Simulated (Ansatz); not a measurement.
**CdSe: band gap against pressure**

CdSe (zinc blende, F-43m, 28.116 Å³/atom and stress up to 0.01 GPa in the relaxed cell, cube axes along x, y and z) under hydrostatic pressure, with the cell free. PBEsol in Ansatz, a plane-wave DFT program (PAW, default set), 420 eV, 9×9×9 Γ-centred mesh, Fermi-Dirac smearing 0.05 eV; ions are relaxed, or left where forces stay under 0.02 eV/Å, within the symmetry of each cell. Gaps are the smallest over the k-mesh and a band path, without spin-orbit coupling; in all rows the valence edge lies at Γ and the conduction edge at Γ.

Here P stands for pressure and Eg for gap.

| pressure (GPa) | gap (eV) |
|---|---|
| -2.0 | 0.399 |
| -1.0 | 0.442 |
| 0.0 | 0.481 |
| 0.9 | 0.513 |
| 2.1 | 0.552 |
| 4.5 | ? |

Task: Using a straight line, estimate the missing Eg at P = 4.5 from the other rows, showing the fit.

Result: Means: P 0, Eg 0.4774. About the means, the sum of products is 0.38090 and the sum of squares of P is 10.220; the slope is their ratio. Least squares gives Eg = 0.4774 + 0.03727·P. Residuals (row less fit): -0.0039, 0.0019, 0.0036, 0.0021, -0.0037; standard error 0.0040 (degrees of freedom: 3). Over these rows the gap moves by 37 ± 1 meV per GPa. At the withheld row, Eg = 0.4774 + 0.03727 × 4.5 = 0.6451 eV. The calculation gives 0.621 eV, 0.0241 eV below the prediction (10.9 % of the range of Eg in the table). The row lies outside the fitted rows, so this is an extrapolation. From the scatter of the fitted rows alone, a prediction at this place has a standard error of 0.0072 eV, so the miss is 3.3 times that.

A polynomial of degree 2 through the 5 other runs of the series gives 0.613 there. Other structures, which can take over under pressure, weren't tried. CdSe stands in this structure, whereas wurtzite is the usual form. Spin-orbit coupling is left out, which can shift this property for CdSe. Rows are the converged runs of the series near zero and its far end, less any whose ions stayed unrelaxed beside relaxed ones; series whose fitted rows scatter by over a few per cent of the range, as at a crossing or softening among them, aren't shown in this form. Most that stay on the fit to the last digits aren't either.
